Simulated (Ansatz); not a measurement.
## BeTe, response to strain

Consider BeTe in the zinc blende structure (space group F-43m, No. 216; a = 5.6043 Å).

Strains are applied to the cell and any free atomic positions relax.

The values are results of PBEsol in Ansatz (plane waves to 420 eV, PAW, spin-orbit coupling left out), not measurements.

Candidates:
(a) isotropic strain +1.00 %
(b) isotropic strain −3.00 %
(c) isotropic strain −1.00 %
(d) isotropic strain −2.50 %
(e) isotropic strain +2.00 %

Before the change:

Band gap: 1.84 eV

### Question
Order them by band gap, lowest first.

### Answer
(b) isotropic strain −3.00 % (1.59 eV), (d) isotropic strain −2.50 % (1.64 eV), (c) isotropic strain −1.00 % (1.76 eV), (a) isotropic strain +1.00 % (1.91 eV), (e) isotropic strain +2.00 % (1.98 eV)

Spin-orbit coupling, missing from the scalar runs, can matter with Te. Whether these cells are dynamically stable was not tested.

Ansatz is a program for electronic structure.
